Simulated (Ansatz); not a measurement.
A self-consistent single point of Sr₄SeS₃ (C2/m, 8 atoms in the cell) with Ansatz (a quantum-chemistry and plane-wave program)

Level of theory: PBEsol, default PAW files made with PBE (plane waves; Ansatz).

Input:

Ansatz 0.2 input:
```yaml
# Sr4SeS3
crystal:
  lattice:
    - [7.10479500, -2.14211000, 0.00000000]
    - [7.10479500, 2.14211000, 0.00000000]
    - [-1.29417600, 0.00000000, 7.31112900]
  atoms:
    - { symbol: Sr, position: [0.37428000, 0.37428000, 0.11962000] }
    - { symbol: Sr, position: [0.62572000, 0.62572000, 0.88038000] }
    - { symbol: Sr, position: [0.87159000, 0.87159000, 0.62908000] }
    - { symbol: Sr, position: [0.12841000, 0.12841000, 0.37092000] }
    - { symbol: Se, position: [0.50000000, 0.50000000, 0.50000000] }
    - { symbol: S, position: [0.75102000, 0.75102000, 0.24921000] }
    - { symbol: S, position: [0.24898000, 0.24898000, 0.75079000] }
    - { symbol: S, position: [0.00000000, 0.00000000, 0.00000000] }
kpoints:
  mp_grid:
    grid: [5, 5, 3]
hamiltonian:
  xc: pbesol
  pseudopotentials:
    kind: paw
scf:
  occupations:
    method: fixed
output:
  forces: true
  eigenvalues: true
  stress: true
```

Output (repeated stretches shortened):

```
WARN basis.ecutwfc = 420 eV, the default
WARN ansatz: RAYON_NUM_THREADS=1 ignored (pool sized by the plan → 1); use --threads N
Pseudopotentials: kind: paw
Pseudopotential: Sr, paw, valence charge 10
Pseudopotential: Se, paw, valence charge 16
Pseudopotential: S, paw, valence charge 6
Crystal: 8 atoms, lattice volume = 222.540 Å³
Basis set: ecut = 420 eV, 4311 PW (Γ), exchange–correlation on 100×100×100 points (8 copies of the dense FFT grid, shifted against one another)
Bands: 45, of which v1, the nominal top of the filled ones, is band 37 counted from 1 (36 counted from 0)
Symmetry: 4 space group operations
Space group: C2/m (ITA 12), of the structure as read, at distance tolerance 6.1e-5 Å
k-points: 24 of 75
PAW frozen core: Sr, regenerated for the run's functional, and the local potential with it
PAW frozen core: Se, regenerated for the run's functional, and the local potential with it
PAW frozen core: S, regenerated for the run's functional, and the local potential with it
Initial density: superposition of atomic densities (neutral atoms: chi_scale 0, normalization atom), corrected by the library's trained network
Initial wavefunctions: pseudopotential atomic-orbital guess
Eigensolver: davidson
Functional: x = pbesol(κ = 0.804, μ = 0.12345679012345678), c = pbesol(β = 0.046)
SCF iter   1: F=—  HF=-22065.060003 eV  |F-HF|=—  |Δ(HF+E_count)|=         —  Δρ=4.14e-3  dr2=7.62e-2  ethr=1.77e-3  ⟨swp⟩=6.6  Hψ=4648  notcnv=0  defer=129
all-band conjugate gradients solve this SCF's bands
preconditioner: auto → Resta (q_TF=auto, 2.271 Å⁻¹)
SCF iter   2: F=—  HF=-22065.040622 eV  |F-HF|=—  |Δ(HF+E_count)|=   1.94e-2  Δρ=1.33e-3  dr2=5.57e-3  ethr=1.03e-4  ⟨swp⟩=3.1  Hψ=1681  notcnv=0  defer=143
SCF iter   3: F=—  HF=-22065.039995 eV  |F-HF|=—  |Δ(HF+E_count)|=   6.27e-4  Δρ=5.46e-4  dr2=6.47e-4  ethr=7.53e-6  ⟨swp⟩=2.1  Hψ=1416  notcnv=0  defer=144
SCF iter   4: F=—  HF=-22065.040105 eV  |F-HF|=—  |Δ(HF+E_count)|=   1.10e-4  Δρ=1.09e-4  dr2=3.67e-5  ethr=8.75e-7  ⟨swp⟩=2.0  Hψ=1896  notcnv=0  defer=144
SCF iter   5: F=—  HF=-22065.039989 eV  |F-HF|=—  |Δ(HF+E_count)|=   1.16e-4  Δρ=4.59e-5  dr2=4.03e-6  ethr=4.96e-8  ⟨swp⟩=2.0  Hψ=1909  notcnv=0  defer=143
SCF iter   6: F=—  HF=-22065.039993 eV  |F-HF|=—  |Δ(HF+E_count)|=   4.43e-6  Δρ=9.02e-6  dr2=1.54e-7  ethr=5.44e-9  ⟨swp⟩=3.0  Hψ=1875  notcnv=0  defer=143
SCF iter   7: F=-22065.039994 eV  HF=-22065.039994 eV  |F-HF|=8.11e-9  |Δ(HF+E_count)|=   1.23e-7  Δρ=2.48e-6  dr2=1.61e-8  ethr=1.35e-10  ⟨swp⟩=22.0  Hψ=8341  notcnv=0
SCF 1 converged in 7 iterations: F = -22065.039994 eV  dr2 = 1.61e-8
SCF converged after 7 iterations
Free energy (F): -22065.039994 eV
Harris-Foulkes:  -22065.039994 eV  (|F-HF|=8.11e-9)
Internal energy: -22065.039994 eV  (E = F + TS)
E sigma→0 (E₀):  -22065.039994 eV
Fermi energy:    6.075082 eV
--- Per-component energies (eV) ---
  E_band       = -760.481841
  E_kinetic    = 1424.056641
  E_local      = -5855.819651  (includes V_loc(G=0)·N_el)
  E_nonlocal   = 304.948472
  E_hartree    = 2170.639874
  E_xc         = -1082.983523
  E_vxc        = -1012.406945  (∫ρ·V_xc dr)
  E_paw        = -14197.729638  (= ΣΔE_a)
  E_vpaw       = 37.455634  (= ΣTr[D̂ρ^β])
  E_aug_tail   = -0.000620  (compensation charges beyond the density's cutoff)
  E_ewald      = -4829.883237
  E_core_change = 1.731688  (= ΣΔE_core)
  E_smearing   = -0.000000  (= −TS)
  E_closure    = -0.000000  (closes the sum)
  Σ components = -22065.039994   (vs F -22065.039994, Δ=0.00e0)
--- Forces (eV/Å), atoms counted from 1 ---
  atom   1  Sr     0.00805377    -0.00000000    -0.00700392
  atom   2  Sr    -0.00805377     0.00000000     0.00700392
  atom   3  Sr    -0.01867771     0.00000000     0.00498815
  atom   4  Sr     0.01867771    -0.00000000    -0.00498815
  atom   5  Se     0.00000000     0.00000000     0.00000000
  atom   6  S      0.01369340     0.00000000    -0.00342101
  atom   7  S     -0.01369340    -0.00000000     0.00342101
  atom   8  S      0.00000000     0.00000000     0.00000000
  max |Σ_I F_I| component: 8.67e-19 eV/Å
--- Stress (GPa, compression-positive) ---
       -0.818155       0.000000       0.000277
        0.000000      -0.814140      -0.000000
        0.000277      -0.000000      -0.820789
  P = ⅓ Tr σ = -0.8177 GPa (-8.177 kbar)
  The stress holds the Pulay correction. Without it, at fixed plane waves, as pw.x and ABINIT print it: P = -0.8214 GPa
--- Band table (eV; the first three rows and the last of 24) ---
  k-point 0: bands = ["-39.3938", "-39.3927", "-39.3895", "-39.3867", "-39.3857", "-27.3979", "-27.3819", "-27.3762", "-27.3738", "-9.7723", "-9.6649", "-9.6541", "-9.4870", "-9.4778", "-9.4431", "-9.4358", "-9.4029", "-9.4021", "-9.3810", [...]
  k-point 1: bands = ["-39.3938", "-39.3927", "-39.3895", "-39.3867", "-39.3857", "-27.3945", "-27.3836", "-27.3790", "-27.3727", "-9.7213", "-9.6255", "-9.6086", "-9.5540", "-9.4658", "-9.4553", "-9.4351", "-9.4216", "-9.4177", "-9.4119", [...]
  k-point 2: bands = ["-39.3938", "-39.3927", "-39.3895", "-39.3867", "-39.3857", "-27.3934", "-27.3807", "-27.3751", "-27.3726", "-9.7132", "-9.6574", "-9.6182", "-9.5167", "-9.5086", "-9.4802", "-9.4650", "-9.4529", "-9.4330", "-9.4171", [...]
  k-point 23: bands = ["-39.3938", "-39.3927", "-39.3895", "-39.3867", "-39.3857", "-27.3861", "-27.3842", "-27.3774", "-27.3741", "-9.6664", "-9.6453", "-9.6299", "-9.5801", "-9.4869", "-9.4638", "-9.4510", "-9.4468", "-9.4367", "-9.4242", [...]
```

The run converged in 7 iterations.

The starting cell comes from a database of computed structures (which also holds hypothetical and non-ambient phases and stackings), without a prior relaxation at this level. Its lattice was rescaled by a random factor within 2.5 % of one. Ansatz's pressure includes its estimate of the finite-basis (Pulay) stress.
